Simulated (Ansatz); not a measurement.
InGaZnO₄ (model structure, started from the InGaZnO4 type, R3m, No. 160, 7 atoms in the cell): properties by level of theory

```tsv
level (code)	lattice parameter a (Å)	c axis length (Å)
PBE (Ansatz)	3.356	26.107
PBEsol (Ansatz)	3.315	(withheld)
PBE-D3(BJ) (Ansatz)	3.335	(withheld)
```

Task: Some entries are withheld; supply them.

Result: 
- PBEsol (Ansatz, a first-principles code), c axis length (Å): 25.749
- PBE-D3(BJ) (Ansatz), c axis length (Å): 25.954

Ansatz's density-functional and Hartree–Fock values are scalar-relativistic unless marked +SOC, with PAW data made under PBE.

Computed values are for the static lattice.

A model structure was made by putting elements into a prototype or built by hand; it is no filed structure, need not be a known phase, and can be a saddle point held by its symmetry.
